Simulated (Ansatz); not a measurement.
Na2PdH4 under a change: biaxial strain +0.17 %, plane normal [001], relaxed out of plane

The reference is Na2PdH4 (space group I4/mmm, No. 139; a = 5.2737 Å, c = 6.5142 Å; a cell from a computed database, its experimental status unchecked). Axes: x, y, z lie along a, b, c of the conventional cell.

Perturbation: tensile biaxial strain of 0.17 % in the plane normal to [001], as in epitaxy on a mismatched substrate; the out-of-plane cell vector and the atoms relax.

Calculations: Kohn–Sham DFT with the r2SCAN functional, run in Ansatz (a program for electronic structure) with PAW and 500 eV plane waves, no SOC. Settings: 9×9×9 k-points, 0.05 eV Fermi–Dirac smearing.

The volume per atom increases by 0.04 Å³, from 12.94 Å³ to 12.98 Å³ and the space group remains I4/mmm (No. 139). The energy stays essentially unchanged and the band gap remains 2.53 eV. The gap character is still indirect, M → P and the smallest direct gap is nearly the same (2.65 eV against 2.66 eV). The width of the top valence band stays 0.69 eV and the electron mass changes from 0.62 mₑ along c, 0.38 mₑ across (at P) to 0.62 mₑ out of plane, 0.38 mₑ in plane (at P). The valley order (the lowest conduction-band minima on the path, energy above the VBM, named in the base's zone) changes from P (1/4, 1/4, 1/4) 2.53 eV; M (1/2, 1/2, 1/2) 2.65 eV to P (-1/4, -1/4, -1/4) 2.53 eV; M (1/2, 1/2, 1/2) 2.66 eV and the out-of-plane strain is -0.06 %. The mean in-plane stress (compression positive) amounts to -0.1 GPa.

Final structure (turned so that z lies along the plane normal):

```yaml
crystal:
  lattice:
    - [5.28268, 0.00000, 0.00000]
    - [0.00000, 5.28268, 0.00000]
    - [2.64134, -2.64134, 3.25527]
  atoms:
    - { symbol: Na, position: [0.25000, 0.25000, 0.50000] }
    - { symbol: Na, position: [0.75000, 0.75000, 0.50000] }
    - { symbol: H, position: [0.21956, 0.78044, 0.00000] }
    - { symbol: H, position: [0.78044, 0.21956, 0.00000] }
    - { symbol: H, position: [0.21956, 0.21956, 0.00000] }
    - { symbol: H, position: [0.78044, 0.78044, 0.00000] }
    - { symbol: Pd, position: [0.00000, 0.00000, 0.00000] }
```

Effective masses come from finite differences of ±0.01 Å⁻¹. Stability against distortions was not tested.
